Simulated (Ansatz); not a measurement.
Take WC (space group P-6m2, No. 187; a = 2.898 Å, c = 2.828 Å) as the base.

Levels (all Ansatz, a quantum-chemistry and plane-wave program, PAW): PBEsol (420 eV, no spin-orbit coupling); PBEsol+SOC (420 eV, spin-orbit coupling included).

The geometry is relaxed with PBEsol.

- PBEsol pressure = 0.0 GPa

Question: How does going to PBEsol+SOC change the pressure?

Answer: The pressure goes from zero to -0.4 GPa.

Single points use the geometry relaxed with PBEsol. Differences between runs with and without spin-orbit coupling are approximate. No phonon test of stability was made. The runs without spin-orbit coupling are not spin-polarised.
